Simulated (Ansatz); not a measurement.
InSb: response to strain

Take InSb in the zinc blende structure (space group F-43m, No. 216) as the base.

```
InSb
1.0
    0.00000     3.27807     3.27807
    3.27807     0.00000     3.27807
    3.27807     3.27807     0.00000
In Sb
1 1
Direct
  0.00000   0.00000   0.00000
  0.25000   0.25000   0.25000
```

Cartesian axes are those of the cell as printed.

Strains are applied to the cell and any free atomic positions relax.

The values are results of r2SCAN/PAW in Ansatz (a quantum-chemistry and plane-wave program), without spin-orbit coupling, not measurements.

Notes on the quantities. energy relative to the base: free energy F.

| variant | energy relative to the base | volume per atom |
|---|---|---|
| base | 0 meV/atom | 35.23 Å³ |
| tensor shear ε_xy = +0.57 % | +0.4 meV/atom | 35.22 Å³ |
| tensor shear ε_xy = +2.00 % | ? | 35.21 Å³ |
| tensor shear ε_xy = +1.14 % | ? | 35.22 Å³ |
| tensor shear ε_xy = +0.86 % | +1.0 meV/atom | 35.22 Å³ |
| tensor shear ε_xy = +0.29 % | +0.1 meV/atom | 35.23 Å³ |
| tensor shear ε_xy = +1.43 % | ? | 35.22 Å³ |
| tensor shear ε_xy = +1.71 % | +3.8 meV/atom | 35.22 Å³ |

Problem. Complete the table.

Solution. 
- tensor shear ε_xy = +2.00 %, energy relative to the base: +5.2 meV/atom
- tensor shear ε_xy = +1.14 %, energy relative to the base: +1.7 meV/atom
- tensor shear ε_xy = +1.43 %, energy relative to the base: +2.6 meV/atom

Stability against distortions was not tested. The final runs are not spin-polarised.
